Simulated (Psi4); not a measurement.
Psi4 1.11, PBE/def2-svp: Ga(H)(Me)(NH2) ([CH3][GaH][NH2]), 9 atoms. The geometry is a generated start, not checked to be a minimum at this level.

```json
{
 "task": "gradient",
 "method": "pbe",
 "basis": "def2-svp",
 "memory": "7 GB",
 "scf_type": "df (default)",
 "guess": "auto, which took SAD (default)",
 "diis_max_vecs": "10 (default)",
 "scf_initial_accelerator": "adiis (default)",
 "e_convergence": "1e-08 (default)",
 "d_convergence": "1e-08 (default)",
 "basis functions (reference run)": "90",
 "grid points (reference run)": "1653300"
}
```

```xyz
9

Ga    -0.4319    -0.5073    -0.3106
H     -1.4118    -1.3760    -1.1577
C      0.0671     1.4201    -0.6304
H      0.6901     1.5261    -1.5222
H      0.6350     1.7879     0.2291
H     -0.8110     2.0558    -0.7657
N      0.2630    -1.4328     1.0866
H      0.9135    -1.0661     1.7716
H      0.0859    -2.4076     1.2993
```
Charge 0, spin multiplicity 1.

The reference run has dft_radial_points = 200, dft_spherical_points = 974, dft_pruning_scheme = none (default); it is not itself proven converged. One run each, on a shared machine, so no times are given.

Settings tried, all else as in the reference:
- dft_radial_points = 75 (default), dft_spherical_points = 434
- dft_radial_points = 99, dft_spherical_points = 590, dft_pruning_scheme = treutler
- dft_radial_points = 99, dft_spherical_points = 590, dft_pruning_scheme = robust
- dft_radial_points = 99, dft_spherical_points = 590
- dft_radial_points = 50, dft_spherical_points = 194
- dft_radial_points = 25, dft_spherical_points = 50
- dft_radial_points = 75 (default), dft_spherical_points = 302 (default)
- dft_radial_points = 75 (default), dft_spherical_points = 302 (default), dft_pruning_scheme = robust
- dft_radial_points = 75 (default), dft_spherical_points = 302 (default), dft_pruning_scheme = treutler
- dft_radial_points = 35, dft_spherical_points = 110
- dft_radial_points = 150, dft_spherical_points = 770

Task: Which settings reproduce the reference to 0.10 meV/atom in energy, 1.0 meV/Å in forces (largest component)?

Result: Within it: dft_radial_points = 99, dft_spherical_points = 590; dft_radial_points = 99, dft_spherical_points = 590, dft_pruning_scheme = robust; dft_radial_points = 150, dft_spherical_points = 770. Outside: dft_radial_points = 75 (default), dft_spherical_points = 434; dft_radial_points = 75 (default), dft_spherical_points = 302 (default); dft_radial_points = 75 (default), dft_spherical_points = 302 (default), dft_pruning_scheme = robust; dft_radial_points = 50, dft_spherical_points = 194; dft_radial_points = 75 (default), dft_spherical_points = 302 (default), dft_pruning_scheme = treutler; dft_radial_points = 99, dft_spherical_points = 590, dft_pruning_scheme = treutler; dft_radial_points = 35, dft_spherical_points = 110; dft_radial_points = 25, dft_spherical_points = 50.

```
setting                                                                                                grid points  energy against the reference  difference in forces (largest component)
-----------------------------------------------------------------------------------------------------  -----------  ----------------------------  ----------------------------------------
the reference                                                                                              1653300                             —                                         —
dft_radial_points = 99, dft_spherical_points = 590                                                          500151              +0.0038 meV/atom                                0.47 meV/Å
dft_radial_points = 99, dft_spherical_points = 590, dft_pruning_scheme = robust                             351873              +0.0037 meV/atom                                0.47 meV/Å
dft_radial_points = 150, dft_spherical_points = 770                                                         986286          under 0.001 meV/atom                                0.55 meV/Å
dft_radial_points = 75 (default), dft_spherical_points = 434                                                280551               +0.018 meV/atom                                 1.6 meV/Å
dft_radial_points = 75 (default), dft_spherical_points = 302 (default)                                      195417               −0.021 meV/atom                                 9.2 meV/Å
dft_radial_points = 75 (default), dft_spherical_points = 302 (default), dft_pruning_scheme = robust         134527               −0.023 meV/atom                                 9.5 meV/Å
dft_radial_points = 50, dft_spherical_points = 194                                                           84871                 −1.3 meV/atom                                 8.2 meV/Å
dft_radial_points = 75 (default), dft_spherical_points = 302 (default), dft_pruning_scheme = treutler       108391                −0.36 meV/atom                                  15 meV/Å
dft_radial_points = 99, dft_spherical_points = 590, dft_pruning_scheme = treutler                           263529                −0.37 meV/atom                                  23 meV/Å
dft_radial_points = 35, dft_spherical_points = 110                                                           33752                  −77 meV/atom                                  36 meV/Å
dft_radial_points = 25, dft_spherical_points = 50                                                            10996                 +320 meV/atom                                 210 meV/Å
```

Total energies are compared; such shifts often cancel in part in energy differences. The gradients leave out the derivatives of the grid weights. The tolerance is a choice made for this comparison.
